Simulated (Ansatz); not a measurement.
Take GaAs in the zinc blende structure (space group F-43m, No. 216; a = 5.667 Å) as the base. Axes: x, y, z lie along the cube axes.

Method: Kohn–Sham DFT with the r2SCAN functional, run in Ansatz (a quantum-chemistry and plane-wave program) with PAW and 500 eV plane waves, no SOC.

Strains are applied to the cell and any free atomic positions relax; under biaxial strain the out-of-plane vector relaxes too.

One change was made to it. Results:

The energy goes up by 10 meV/atom; the electron mass goes from 0.051 mₑ (at Γ) to 0.033 mₑ out of plane, 0.043 mₑ in plane (at Γ); the band gap drops by 0.40 eV (0.96 eV → 0.56 eV).

Question: Which change produced these results?
(A) biaxial strain +2.00 %, plane normal [001], relaxed out of plane
(B) biaxial strain +1.00 %, plane normal [001], relaxed out of plane
(C) biaxial strain +2.50 %, plane normal [001], relaxed out of plane

Answer: C, biaxial strain +2.50 %, plane normal [001], relaxed out of plane. For comparison, the band gap in the other runs: biaxial strain +1.00 %, plane normal [001], relaxed out of plane gives 0.80 eV; biaxial strain +2.00 %, plane normal [001], relaxed out of plane gives 0.64 eV.

Effective masses come from finite differences of ±0.01 Å⁻¹. No phonon test of stability was made.
